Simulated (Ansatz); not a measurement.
MoS2 (within 0.1 Å of P6₃/mmc, No. 194, 12 atoms in the cell; start mp-1027525), treated with LDA (Ansatz, an electronic-structure program, plane waves, PAW).

Numerical settings: plane-wave cutoff 520 eV, 12×12×2 k mesh (along the axes of the cell as run), Fermi–Dirac smearing 0.01 eV, no spin polarisation, scalar-relativistic PAW data made under PBE.

Cell (relaxed with PBE-D3(BJ)):

Space group P6₃/mmc (No. 194); a = b = 3.1493 Å, c = 12.0911 Å, α = β = 90.00°, γ = 120.00°

| atom | site | symmetry | x | y | z |
|---|---|---|---|---|---|
| Mo | 2c | -6m2 | 0.3333 | 0.6667 | 0.2500 |
| S | 4f | 3m. | 0.6667 | 0.3333 | 0.1205 |
(The calculation used a cell of 12 atoms; values per cell refer to that cell.)

Problem. What does this level give for the band gap, smallest direct gap on the k points sampled and direct gap at Γ?

Solution. 
band gap: 0.70 eV
smallest direct gap on the k points sampled: 1.69 eV
direct gap at Γ: 2.06 eV

Note: cell and atoms aren't relaxed at this level (largest force component 0.40 eV/Å, pressure -3.9 GPa).

Spin–orbit coupling is not included.

The computed numbers hold no vibrational or temperature effects.

The result took about 90 core-seconds (a rough figure).

A start named mp-… is a Materials Project structure, which need not be a measured phase.
